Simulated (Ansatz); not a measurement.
Here is the system:

```
ZnO
1.0
    3.26354     0.00000     0.00000
   -1.63177     2.82631     0.00000
    0.00000     0.00000     5.15886
Zn O
2 2
Direct
  0.33333   0.66667   0.99529
  0.66667   0.33333   0.49529
  0.33333   0.66667   0.37971
  0.66667   0.33333   0.87971
```

Calculation: r2SCAN with spin-orbit coupling, rigid bands (plane waves, PAW; Ansatz, a program for electronic structure). Condition of this run: biaxial stress in the c plane of -2.2 GPa (compression positive) (the target of the relaxation). How the cell was made: cell and atoms relaxed with PBEsol, then loaded as said.

Task: Predict the hole conductivity mass (n e² τ/σ) at 300 K, by direction if it differs.

Result: 1.77 (x), 1.77 (y), 2.9 (z) mₑ.

Task: What conductivity effective mass do dilute electrons have at 300 K?

Result: 0.21 mₑ.

Task: And the band gap?

Result: 1.23 eV at this level; semilocal functionals usually fall short of the measured gap.

Rigid bands, one relaxation time for all states, no polarons. Geometry: cell and atoms relaxed with PBEsol.
